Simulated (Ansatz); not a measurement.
Ansatz (a first-principles code) run on Rb (Im-3m, 1 atom in the cell): self-consistent single point.

Method of the run: LDA (PW92), default PAW files made with PBE (plane waves; Ansatz).

```
CELL_PARAMETERS angstrom
     -2.83347     2.83347     2.83347
      2.83347    -2.83347     2.83347
      2.83347     2.83347    -2.83347
ATOMIC_POSITIONS crystal
  Rb 0.00000 0.00000 0.00000
```

Reference input (self-consistent single point, DFT, LDA (PW92), plane waves, default PAW files made with PBE): basis.ecutwfc = 420 eV; kpoints.mp_grid.grid = 8 8 8; hamiltonian.xc = lda; hamiltonian.pseudopotentials = {kind: paw} (the program's default PAW files); scf.occupations.method = fermi_dirac; scf.occupations.width = 0.1 eV. This run's input differs from it in these lines:

Ansatz 0.2 input:
```diff
@@ -11,3 +11,3 @@
 kpoints:
-  mp_grid: { grid: [8, 8, 8] }
+  mp_grid: { grid: [24, 24, 24] }
 hamiltonian:
```

The program printed (abridged):

```
SCF iter   1: F=—  HF=-3170.750989 eV  |F-HF|=—  |Δ(HF+E_count)|=         —  Δρ=2.63e-3  dr2=2.56e-3  ethr=1.77e-3  ⟨swp⟩=7.3  Hψ=31148  notcnv=0
all-band conjugate gradients solve this SCF's bands
preconditioner: auto → Kerker (q_TF=auto, 1.855 Å⁻¹)
SCF iter   2: F=—  HF=-3170.751196 eV  |F-HF|=—  |Δ(HF+E_count)|=   2.07e-4  Δρ=1.36e-3  dr2=7.52e-4  ethr=2.85e-5  ⟨swp⟩=1.9  Hψ=7930  notcnv=0
SCF iter   3: F=—  HF=-3170.751274 eV  |F-HF|=—  |Δ(HF+E_count)|=   7.77e-5  Δρ=1.66e-4  dr2=3.75e-5  ethr=8.35e-6  ⟨swp⟩=2.1  Hψ=5630  notcnv=0
SCF iter   4: F=—  HF=-3170.751302 eV  |F-HF|=—  |Δ(HF+E_count)|=   2.79e-5  Δρ=8.59e-5  dr2=8.12e-6  ethr=4.17e-7  ⟨swp⟩=2.4  Hψ=5636  notcnv=0
SCF iter   5: F=—  HF=-3170.751303 eV  |F-HF|=—  |Δ(HF+E_count)|=   1.10e-6  Δρ=3.42e-5  dr2=2.13e-6  ethr=9.02e-8  ⟨swp⟩=1.9  Hψ=4822  notcnv=0
SCF iter   6: F=-3170.751303 eV  HF=-3170.751303 eV  |F-HF|=3.78e-8  |Δ(HF+E_count)|=   3.64e-8  Δρ=5.36e-6  dr2=6.81e-8  ethr=1.11e-9  ⟨swp⟩=4.4  Hψ=21772  notcnv=0
SCF 1 converged in 6 iterations: F = -3170.751303 eV  dr2 = 6.81e-8
Free energy (F): -3170.751303 eV
Internal energy: -3170.721156 eV  (E = F + TS)
E sigma→0 (E₀):  -3170.736230 eV
Entropy (-TS):   -0.030147 eV (-30.147 meV/atom)
Fermi energy:    1.718779 eV
--- Forces (eV/Å), atoms counted from 1 ---
  atom   1  Rb     0.00000000     0.00000000    -0.00000000
--- Stress (GPa, compression-positive) ---
       -0.414662      -0.000000       0.000000
       -0.000000      -0.414662       0.000000
       -0.000000       0.000000      -0.414662
  P = ⅓ Tr σ = -0.4147 GPa (-4.147 kbar)
  The stress holds the Pulay correction. Without it, at fixed plane waves, as pw.x and ABINIT print it: P = -0.4154 GPa
```

The run converged in 6 iterations. Against the reference run the free energy goes down by 1.9 meV/atom and the pressure stays at -0.41 GPa.

The starting cell has typed, rounded lattice constants, without a prior relaxation at this level. Its lattice was rescaled by up to half a per cent. Ansatz's pressure includes its estimate of the finite-basis (Pulay) stress.
